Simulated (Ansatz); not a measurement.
Reference: CdTe (F-43m), PBEsol, rigid bands (plane waves, PAW, scalar-relativistic; Ansatz, a first-principles code); axes and stresses refer to this cell.

```yaml
crystal:
  lattice:
    - [0.00000, 3.24462, 3.24462]
    - [3.24462, 0.00000, 3.24462]
    - [3.24462, 3.24462, 0.00000]
  atoms:
    - { symbol: Cd, position: [0.00000, 0.00000, 0.00000] }
    - { symbol: Te, position: [0.25000, 0.25000, 0.25000] }
```

The Seebeck coefficient, p-type 1e19 cm⁻³ is 358 μV/K, the hole conductivity mass comes out as 0.57 mₑ and the Seebeck coefficient, n-type 1e19 cm⁻³ is -48 μV/K.

**Question.** Change: hydrostatic pressure 15 GPa with spin-orbit coupling. What happens to Seebeck coefficient, p-type 1e19 cm⁻³, hole conductivity mass, Seebeck coefficient, n-type 1e19 cm⁻³?

**Answer.** Seebeck coefficient, p-type 1e19 cm⁻³ decreases to 229 μV/K; hole conductivity mass decreases to 0.36 mₑ; Seebeck coefficient, n-type 1e19 cm⁻³ goes up in size to -61 μV/K.

**Question.** Change: hydrostatic pressure 5 GPa with spin-orbit coupling. What happens to Seebeck coefficient, p-type 1e19 cm⁻³, hole conductivity mass, Seebeck coefficient, n-type 1e19 cm⁻³?

**Answer.** Seebeck coefficient, p-type 1e19 cm⁻³ shrinks to 249 μV/K; hole conductivity mass shrinks to 0.45 mₑ; Seebeck coefficient, n-type 1e19 cm⁻³ rises in size to -51 μV/K.

Masses are for dilute carriers at 300 K, harmonic means over directions unless an axis is named. Seebeck coefficients are for the stated density at 300 K, with one relaxation time for all states and whether or not that doping can be reached. Spin-orbit coupling is left out unless a row names it; without it the gap and masses of crystals with these elements can be far off. Stresses and pressures are the targets of the relaxation.  The structure type is held under load, also where the real crystal would transform.
